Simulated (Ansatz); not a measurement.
Abridged Ansatz (an electronic-structure program) output:

```
Pseudopotential: Cs, paw, valence charge 9
Pseudopotential: Ge, paw, valence charge 14
Pseudopotential: F, paw, valence charge 7
Crystal: 5 atoms, lattice volume = 94.919 Å³
Basis set: ecut = 420 eV, 1863 PW (Γ), exchange–correlation on 64×64×64 points (8 copies of the dense FFT grid, shifted against one another)
Bands: 27, of which v1, the nominal top of the filled ones, is band 22 counted from 1 (21 counted from 0)
Symmetry: 48 space group operations
k-points: 20 of 343
Functional: x = pbe(κ = 0.804, μ = 0.2195149727645171), c = pbe(β = 0.06672455060314922)
SCF iter   1: F=—  HF=-12394.186250 eV  |F-HF|=—  |Δ(HF+E_count)|=         —  Δρ=2.23e-3  dr2=4.02e-3  ethr=1.77e-3  ⟨swp⟩=6.0  Hψ=2408  notcnv=0
SCF iter   2: F=—  HF=-12394.185593 eV  |F-HF|=—  |Δ(HF+E_count)|=   6.57e-4  Δρ=1.18e-3  dr2=1.08e-3  ethr=9.14e-6  ⟨swp⟩=2.2  Hψ=948  notcnv=0
SCF 1 converged in 9 iterations: F = -12394.185273 eV  dr2 = 2.51e-11
SCF converged after 9 iterations
Free energy (F): -12394.185273 eV
Internal energy: -12394.185273 eV  (E = F + TS)
E sigma→0 (E₀):  -12394.185273 eV
Fermi energy:    6.748348 eV
--- Forces (eV/Å), atoms counted from 1 ---
  atom   1  Cs    -0.00000000    -0.00000000    -0.00000000
  atom   2  Ge     0.00000000    -0.00000000     0.00000000
  atom   3  F      0.00000000     0.00000000    -0.00000000
  atom   4  F      0.00000000     0.00000000    -0.00000000
  atom   5  F      0.00000000    -0.00000000    -0.00000000
--- Stress (GPa, compression-positive) ---
        0.001346       0.000000       0.000000
        0.000000       0.001346       0.000000
        0.000000       0.000000       0.001346
  P = ⅓ Tr σ = 0.0013 GPa (0.013 kbar)
```

### Question
What was computed, and what are the main results?

### Answer
CsGeF3, 5 atoms in the cell, with PBE in Ansatz (plane waves to 420 eV, PAW, no SOC). The last SCF converged to F = -12394.185273 eV, or -2478.8371 eV per atom, at a pressure of 0.00 GPa. The total energy compares only with runs of the same code, potentials and settings.

Whether these cells are dynamically stable was not tested. The cell was made from RbGeF3 by this change: Rb → Cs; the result is a hypothetical phase, not in the database extracts checked. Many cubic perovskites are stable only at high temperature; tilts and polar distortions were not tested.
